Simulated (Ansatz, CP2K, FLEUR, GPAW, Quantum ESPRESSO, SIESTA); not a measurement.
**Code comparison for Y2Ge3 (P-6m2, 5 atoms in the cell)**

Self-consistent single point.

```yaml
crystal:
  lattice:
    - [4.39243, 0.00000, 0.00000]
    - [-2.19622, 3.80396, 0.00000]
    - [0.00000, 0.00000, 7.10729]
  atoms:
    - { symbol: Y, position: [0.00000, 0.00000, 0.72993] }
    - { symbol: Y, position: [0.00000, 0.00000, 0.27007] }
    - { symbol: Ge, position: [0.33333, 0.66667, 0.00000] }
    - { symbol: Ge, position: [0.66667, 0.33333, 0.50000] }
    - { symbol: Ge, position: [0.66667, 0.33333, 0.00000] }
```

Shared settings, as Ansatz (a quantum-chemistry and plane-wave program) writes them: kpoints.mp_grid.grid = 7 7 4; scf.occupations.method = fermi_dirac; scf.occupations.width = 0.0073 Ry. Potentials and cutoffs stand in the table.

```tsv
code	model	pressure (GPa)	largest force (eV/Å)	cutoff
GPAW	LDA (Perdew-Wang 92), GPAW PAW datasets LDA (gpaw-data 1.0.1)	-4.54	0.174	600 eV
Quantum ESPRESSO	LDA (PZ), PSlibrary PAW (LDA) pseudopotentials	-4.43	0.183	45 Ry
FLEUR	LDA (Perdew-Zunger), all-electron FLAPW (FLEUR), scalar-relativistic valence	–	0.165	Kmax 3.8 1/bohr
CP2K	LDA (Pade form), GPW, DZVP-MOLOPT-SR-GTH basis, GTH-PADE potentials (GTH_POTENTIALS)	-4.63	0.165	grid 500 Ry
Ansatz	LDA (PW92), PAW files made with PBE	-4.53	0.171	default
SIESTA	LDA PW92, numerical atomic orbitals DZP, PseudoDojo LDA standard norm-conserving potentials (rewritten from UPF to PSML)	-4.37	0.151	grid 400 Ry
```

A dash marks a value that a program does not give, or that is left out as unsure.

The spread over the programs that give each value: pressure within 0.26 GPa; largest force within 0.032 eV/Å.

CP2K and SIESTA use small atom-centred bases, whose incompleteness enters pressures, forces and empty levels differently from a plane-wave cutoff. FLEUR treats all electrons, but the usual bases taken here (sphere radii, linearisation, local orbitals, empty states) were not tested for convergence, so the values are no reference for the others. Ansatz's pressure is given at a fixed set of plane waves, as the other plane-wave codes print theirs. The same LDA comes in different parametrisations, which differ slightly.

The starting cell comes from a database of computed structures (which also holds hypothetical and non-ambient phases and stackings), without a prior relaxation at this level.

Left out of this page: Elk (not drawn, or without a comparable value).

Keys are those of Ansatz 0.2.
